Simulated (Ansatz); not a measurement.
An Ansatz (a quantum-chemistry and plane-wave program) input (Ansatz PBE-D3(BJ), no spin-orbit coupling, earlier PAW set):

Ansatz 0.2 input:
```yaml
crystal:
  lattice:
    - [3.2096831855, 0, 0]
    - [-1.6048415928, 2.7796671768, 0]
    - [0, 0, 11.7676765918]
  atoms:
    - { symbol: Si, position: [0.3333333333, 0.6666666667, 0.25] }
    - { symbol: Si, position: [0.6666666667, 0.3333333333, 0.75] }
    - { symbol: S, position: [0.3333333333, 0.6666666667, 0.6262861051] }
    - { symbol: S, position: [0.6666666667, 0.3333333333, 0.1262861051] }
    - { symbol: S, position: [0.6666666667, 0.3333333333, 0.3737138949] }
    - { symbol: S, position: [0.3333333333, 0.6666666667, 0.8737138949] }
basis: { ecutwfc: 420, ecutrho_ratio: 4, xc_grid: 2, fft_grid_basis: typed }
kpoints: { mp_grid: { grid: [17, 17, 4] } }
hamiltonian:
  xc: pbe
  dispersion: d3bj
  pseudopotentials: { azcp: { folder: ./paw }, kind: paw }
scf: { occupations: { method: fermi_dirac, width: 0.05 }, convergence: { dr2_threshold: 0.0000000006 } }
output: { forces: true, stress: true }
checkpoint: { write: state.ck, write_every: 1000 }
```

Which symmetry and how many k-points will the program report, and about how many plane waves at Γ?

Space group P63/mmc (ITA 194) with 24 operations, k-points 99 of 1156, and 2103 plane waves at Γ.

Whether these cells are dynamically stable was not tested. The final runs are not spin-polarised. The cell is SiS₂ in the 2H-MoS2 type structure (space group P6_3/mmc, No. 194; a hypothetical phase, not in the database extracts checked; layered, stacked along the Cartesian z axis).
